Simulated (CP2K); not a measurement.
Variants of one calculation on SiSbPt5 (P4/mmm, 7 atoms in the cell)

```
CELL_PARAMETERS angstrom
      3.93243     0.00000     0.00000
      0.00000     3.93243     0.00000
      0.00000     0.00000     7.52182
ATOMIC_POSITIONS crystal
  Si 0.50000 0.50000 0.00000
  Sb 0.00000 0.00000 0.50000
  Pt 0.00000 0.00000 0.00000
  Pt 0.50000 0.00000 0.74882
  Pt 0.50000 0.00000 0.25118
  Pt 0.00000 0.50000 0.74882
  Pt 0.00000 0.50000 0.25118
```

Base run A: PBEsol, GPW, DZVP-MOLOPT-SR-GTH basis, GTH-PBE potentials (GTH_POTENTIALS) (CP2K), self-consistent single point.

Its settings: CUTOFF = 500 Ry; REL_CUTOFF = 50 Ry; SMEAR/METHOD = GAUSSIAN; SIGMA = 0.1 eV; KPOINTS/SCHEME = MONKHORST-PACK 6 6 3; GAMMA_CENTERED = T; XC_FUNCTIONAL = PBE:PBESOL; Si/BASIS_SET = DZVP-MOLOPT-SR-GTH; Si/POTENTIAL = GTH-PBE-q4; Sb/BASIS_SET = DZVP-MOLOPT-SR-GTH; Sb/POTENTIAL = GTH-PBE-q5; Pt/BASIS_SET = DZVP-MOLOPT-SR-GTH; Pt/POTENTIAL = GTH-PBE-q18; METHOD = GPW; EPS_DEFAULT = 1e-10; NGRIDS = 5; SCF_GUESS = ATOMIC; EPS_SCF = 1e-06; MAX_SCF = 100; ADDED_MOS = 16.

The starting cell comes from a database of computed structures (which also holds hypothetical and non-ambient phases and stackings), without a prior relaxation at this level. Spin polarisation is off. Values carry the incompleteness of an atom-centred basis. The potentials were made for another functional than the one used.

ΔF is the free energy per atom less that of run A. 

| run | change | ΔF (meV/atom) | pressure (GPa) | largest force (eV/Å) | k-points |
|---|---|---|---|---|---|
| A | base | 0.00 | 0.22 | 0.350 | 56 |
| B | EPS_SCF: 1e-06 → 1e-05 | 0.00 | 0.22 | 0.350 | 56 |
| C | FULL_GRID: default → T | 0.00 | 0.22 | 0.350 | 108 |
| D | ADDED_MOS: 16 → 32 | 0.00 | 0.22 | 0.350 | 56 |
| E | lattice scaled by 0.985; CUTOFF: 500 Ry → 300 Ry | 25.3 | 11.36 | 0.191 | 56 |
| F | SIGMA: 0.1 eV → 0.05 eV | 1.63 | 0.20 | 0.333 | 56 |
| G | EPS_SCF: 1e-06 → 1e-08 | 0.00 | 0.22 | 0.350 | 56 |
| H | CHOLESKY: default → INVERSE | 0.00 | 0.22 | 0.350 | 56 |
| I | XC_SMOOTH_RHO: default → NN10; XC_DERIV: default → NN10_SMOOTH | 794.1 | -5.09 | 0.362 | 56 |

Run F against A: The free energy rises by 1.6 meV/atom, the pressure moves little (0.22 to 0.20 GPa) and the largest force goes from 0.350 to 0.333 eV/Å.

Run E against A: The free energy goes up by 25.3 meV/atom, the pressure goes from 0.22 to 11.36 GPa and the largest force goes from 0.350 to 0.191 eV/Å.
